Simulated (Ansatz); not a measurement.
Start from BAs in the zinc blende structure (space group F-43m, No. 216; a = 4.7839 Å).

Calculations: Kohn–Sham DFT with the r2SCAN functional, run in Ansatz (a first-principles code) with PAW and 500 eV plane waves, no SOC.

Base values:

The pressure comes out as 0.00 GPa and the hole mass comes out as 0.21, 0.22, 0.22 mₑ (at Γ).

It is then changed as follows: every lattice vector is shortened by 2.00 %, atoms relaxed at fixed cell.

Task: What does the calculation give for the pressure, hole mass and energy relative to the base after the change?

Result: The pressure goes from zero to 9.65 GPa; the hole mass (degenerate bands, along [100]) goes from 0.21, 0.22, 0.22 mₑ (at Γ) to 0.21, 0.21, 0.23 mₑ (at Γ); the energy increases by 23 meV/atom.

The levels and masses belong to the bands next to the band gap. The cells carry an imposed strain or load. Masses are band curvatures over ±0.01 Å⁻¹ around the edge. Stability against distortions was not tested.
